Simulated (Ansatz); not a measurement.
**Response to strain in TiAl**

The reference is TiAl (space group P4/mmm, No. 123; a = 2.796 Å, c = 4.038 Å; relaxed with 0.1 eV smearing). Axes: x, y, z lie along a, b, c of the conventional cell.

Strains are applied to the cell and any free atomic positions relax.

Calculations: PBEsol in Ansatz (plane waves to 420 eV, PAW, scalar-relativistic without spin-orbit coupling).

Notes on the quantities. energy relative to the base: free energy F.

```csv
uniaxial strain ε_zz (%),energy relative to the base (meV/atom)
0,0.0
0.5,0.2
1,0.9
1.5,1.9
2,3.4
2.5,?
3,7.6
```

Question: Fit ΔE = Aε² + Bε³ (ε in %) to the rows shown and predict the withheld row.

Answer: Least squares on the printed values gives A = 0.863 and B = -0.0062 meV/atom (largest residual 0.0 meV/atom); this predicts 5.3 meV/atom, and the run gives 5.3 meV/atom, in agreement.

No phonon test of stability was made. All final runs are without spin polarisation.

Ansatz is an electronic-structure program.
